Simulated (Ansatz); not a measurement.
# What tensor shear ε_yz = +3.81 % does to Co

The parent structure is Co in the hcp (Mg type) structure (space group P6_3/mmc, No. 194; a = 2.4561 Å, c = 3.9717 Å; ferromagnetic; relaxed with 0.1 eV smearing). Axes: x lies along a and z along c of the hexagonal cell.

The change: a pure shear with ε_yz = ε_zy = 0.0381; the atoms relax in the strained cell.

Method: PBEsol (Ansatz, a program for electronic structure, PAW, without spin-orbit coupling), earlier PAW set. k-mesh 27×27×15 (Γ-centred); smearing 0.1 eV (Fermi–Dirac).

```tsv
quantity	base	changed	shift
volume per atom	10.37 Å³	10.36 Å³	-0.015 Å³
space group	P6_3/mmc (No. 194)	C2/m (No. 12)	–
energy relative to the base (free energy F)	0 meV/atom	+20 meV/atom	+20 meV/atom
pressure (mean of the normal stresses, compression positive)	0.0 GPa	1.1 GPa	+1.1 GPa
band gap	zero	zero	–
magnetic state	ferromagnetic	ferromagnetic	–
largest site moment	1.63 μB	1.63 μB	0.00 μB
stress (xx, yy, zz, yz, xz, xy; compression positive)	–	(1.4, -0.1, 1.9, -7.7, 0.0, 0.0) GPa	–
```

Final structure:

```
CELL_PARAMETERS angstrom
      2.45612     0.00000     0.00000
     -1.22806     2.12706     0.08104
      0.00000     0.15132     3.97170
ATOMIC_POSITIONS crystal
  Co 0.67036 0.34072 0.25062
  Co 0.32964 0.65928 0.74938
```

Other magnetic orders, which the real material may have, were not ruled out. Whether these cells are dynamically stable was not tested. The base started in P-3m1 and relaxed to P6_3/mmc at this level.
